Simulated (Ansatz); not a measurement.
# HfPbO3: response to strain

Take HfPbO3 in the cubic perovskite structure (space group Pm-3m, No. 221; a cell from a computed database, its experimental status unchecked) as the base.

```xyz
5
Lattice="4.1189 0.0000 0.0000 0.0000 4.1189 0.0000 0.0000 0.0000 4.1189" Properties=species:S:1:pos:R:3 pbc="T T T"
Hf     2.0594     2.0594     2.0594
Pb     0.0000     0.0000     0.0000
O      0.0000     2.0594     2.0594
O      2.0594     0.0000     2.0594
O      2.0594     2.0594     0.0000
```

Cartesian axes are those of the cell as printed.

Strains are applied to the cell and any free atomic positions relax; under biaxial strain the out-of-plane vector relaxes too.

The values are results of PBEsol (Ansatz, a program for electronic structure), without spin-orbit coupling, not measurements.

Notes on the quantities. energy relative to the base: free energy F.

| case | gap character | energy relative to the base | band gap | volume per atom |
|---|---|---|---|---|
| base | direct at X | 0 meV/atom | 2.37 eV | 13.98 Å³ |
| biaxial strain −3.60 %, plane normal [001], relaxed out of plane | direct at X | +50 meV/atom | (withheld) | 13.26 Å³ |
| isotropic strain +1.69 % | (withheld) | (withheld) | 2.25 eV | 14.70 Å³ |
| tensor shear ε_xy = +0.29 % | direct at Z | +0.1 meV/atom | 2.37 eV | 13.98 Å³ |

Problem. Complete the table.

Solution. 
- biaxial strain −3.60 %, plane normal [001], relaxed out of plane, band gap: 2.15 eV
- isotropic strain +1.69 %, gap character: indirect, M → X
- isotropic strain +1.69 %, energy relative to the base: +19 meV/atom

Spin-orbit coupling, missing from the scalar runs, can matter with Hf and Pb. Whether these cells are dynamically stable was not tested. Many cubic perovskites are stable only at high temperature; tilts and polar distortions were not tested. Labels are those of the standard path for the cell's own space group.
